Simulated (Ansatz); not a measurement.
Ti4AlN3, treated with LDA in Ansatz (plane waves, PAW).

Settings: plane-wave cutoff 520 eV, 18×18×2 k mesh (along the axes of the cell as run), Fermi–Dirac smearing 0.03 eV, no spin polarisation, scalar-relativistic PAW data made under PBE.

Starting structure:

```
AlTi4N3
1.0
    2.98800     0.00000     0.00000
   -1.49400     2.58768     0.00000
    0.00000     0.00000    23.37200
Ti Al N
8 2 6
Direct
  0.00000   0.00000   0.65430
  0.00000   0.00000   0.15430
  0.00000   0.00000   0.34570
  0.00000   0.00000   0.84570
  0.66667   0.33333   0.55390
  0.33333   0.66667   0.05390
  0.33333   0.66667   0.44610
  0.66667   0.33333   0.94610
  0.66667   0.33333   0.75000
  0.33333   0.66667   0.25000
  0.00000   0.00000   0.50000
  0.00000   0.00000   0.00000
  0.66667   0.33333   0.10500
  0.33333   0.66667   0.60500
  0.33333   0.66667   0.89500
  0.66667   0.33333   0.39500
```

Question: Into what structure does the relaxation of cell and atoms lead at this level, with the symmetry of the start kept?

Answer: The volume drops by 4.5 %; final space group P6_3/mmc.
```
AlTi4N3
1.0
    2.93990     0.00000     0.00000
   -1.46995     2.54602     0.00000
    0.00000     0.00000    23.05970
Ti Al N
8 2 6
Direct
  0.00000   0.00000   0.65407
  0.00000   0.00000   0.15407
  0.00000   0.00000   0.34593
  0.00000   0.00000   0.84593
  0.66667   0.33333   0.55376
  0.33333   0.66667   0.05376
  0.33333   0.66667   0.44624
  0.66667   0.33333   0.94624
  0.66667   0.33333   0.75000
  0.33333   0.66667   0.25000
  0.00000   0.00000   0.50000
  0.00000   0.00000   0.00000
  0.66667   0.33333   0.10560
  0.33333   0.66667   0.60560
  0.33333   0.66667   0.89440
  0.66667   0.33333   0.39440
```

Ansatz is a first-principles code.
